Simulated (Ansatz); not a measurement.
The reference is WSi$_{2}$ (space group I4/mmm, No. 139; a = 3.229 Å, c = 7.867 Å).

Calculations: Kohn–Sham DFT with the PBE functional, run in Ansatz (an electronic-structure program) with PAW and 420 eV plane waves, scalar-relativistic without spin-orbit coupling.

One change was made to it. Results:

The c/a ratio grows by 0.0023 to 2.439; the shortest interatomic distance shrinks by 0.0065 Å (2.603 Å → 2.596 Å).

Task: What was done to the base?
(A) pressure 15 GPa
(B) pressure 7 GPa
(C) pressure 3 GPa
(D) pressure 30 GPa
(E) pressure 75 GPa

Result: C, pressure 3 GPa. For comparison, the shortest interatomic distance in the other runs: pressure 75 GPa gives 2.433 Å; pressure 7 GPa gives 2.588 Å; pressure 15 GPa gives 2.573 Å; pressure 30 GPa gives 2.534 Å.

Load acts through the strain it causes; cell and atoms are relaxed under it. Stability against distortions was not tested. Competing high-pressure phases were not computed. All final runs are without spin polarisation.
